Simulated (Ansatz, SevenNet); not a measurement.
How the equilibrium volume per atom of hexagonal WC moves with the method

No measured value is used here.

```tsv
level (code)	value (Å³/atom)
SevenNet-0 (SevenNet)	10.58
LDA (Ansatz)	10.13
PBE (Ansatz)	10.52
PBE-D3(BJ) (Ansatz)	?
HSE06 (Ansatz)	10.28
```

Problem. What belongs in the gaps?

Solution. 
- PBE-D3(BJ) (Ansatz, a first-principles code), value (Å³/atom): 10.33

Density-functional levels without +SOC have no spin–orbit coupling. HSE06: hybrids on metals are sensitive to the k mesh and can open a false gap. Cutoffs and k meshes differ between the levels. Ansatz's density-functional and Hartree–Fock values are scalar-relativistic unless marked +SOC, with PAW data made under PBE.

Machine-learned potentials (SevenNet-0) are trained on DFT data, which may include these solids.
